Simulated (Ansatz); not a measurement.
Crystal: BAs (F-43m, zinc blende, 2 atoms a cell, 14.0 Å³ an atom, -3 GPa at this level); planes in its conventional cell.

Level of theory: r2SCAN (plane waves, PAW; Ansatz, a program for electronic structure).

The gap is the functional's own, uncorrected, and κ follows it; spin-orbit coupling is left out. Mid-gap values are interpolated between the computed energies.

| plane | area of the cell (Å²) | mid-gap κ (1/Å) | largest κ in the gap (1/Å) |
|---|---|---|---|
| (111) | 10.1 | 0.12 | 0.14 |
| (001) | 11.6 | (withheld) | (withheld) |

Q: The slowest decay depends on the direction. Supply the withheld values.

A: 
- (001), mid-gap κ (1/Å): 0.18
- (001), largest κ in the gap (1/Å): 0.18
